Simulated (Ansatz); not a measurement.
The starting structures come from a database of crystals and need not be the phases stable at ambient conditions.

 Where the default PAW files enter, the runs use the earlier of Ansatz's two default sets.

Data:

```yaml
crystal:
  lattice:
    - [5.34932, 0.00000, 0.00000]
    - [2.67466, 4.80751, 0.00000]
    - [2.67466, 0.00000, 2.75490]
  atoms:
    - { symbol: Ti, position: [0.00000, 0.00000, 0.00000] }
    - { symbol: Ti, position: [0.75000, 0.50000, 0.50000] }
    - { symbol: O, position: [0.95715, 0.08570, 0.50000] }
    - { symbol: O, position: [0.20715, 0.58570, 0.00000] }
    - { symbol: O, position: [0.79285, 0.41430, 0.00000] }
    - { symbol: O, position: [0.54285, 0.91430, 0.50000] }
```

Space group of this cell: Fddd. The cell is strained (lengths along the current scaled by 1.03, ions clamped); by r2SCAN its mean pressure is -7.2 GPa.

Transport runs along the normal of the first two printed cell vectors.

No gap correction and no spin-orbit coupling; mid-gap values are interpolated between computed energies.

**Question.** Compute, with r2SCAN in Ansatz (a program for electronic structure), the band gap and the smallest decay constant κ at mid-gap.

**Answer.** Gap 2.42 eV on a 12×12×12 mesh; κ = 0.279 1/Å, at the zone centre.
